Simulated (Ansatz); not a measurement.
Cells marked so need not be the phases stable at ambient conditions, and some may be hypothetical.

No gap correction and no spin-orbit coupling; mid-gap values are interpolated between computed energies.

A. Y₂CdSe₄ (Fd-3m, spinel, not sure to be the ambient phase, 14 atoms a cell, 28.9 Å³ an atom), along the normal of (001)
B. Sr(AsO3)2 (P-31m, not sure to be the ambient phase, 9 atoms a cell, 12.5 Å³ an atom), along the normal of (110)
C. Li$_{6}$TeO$_{6}$ (R-3, not sure to be the ambient phase, 13 atoms a cell, 9.5 Å³ an atom), along the normal of (100)

### Question
Rank these by mid-gap decay constant of the slowest evanescent state (lowest first), as r2SCAN (Ansatz, an electronic-structure program) gives it.

### Answer
A (0.12 1/Å), B (0.33 1/Å), C (0.42 1/Å)
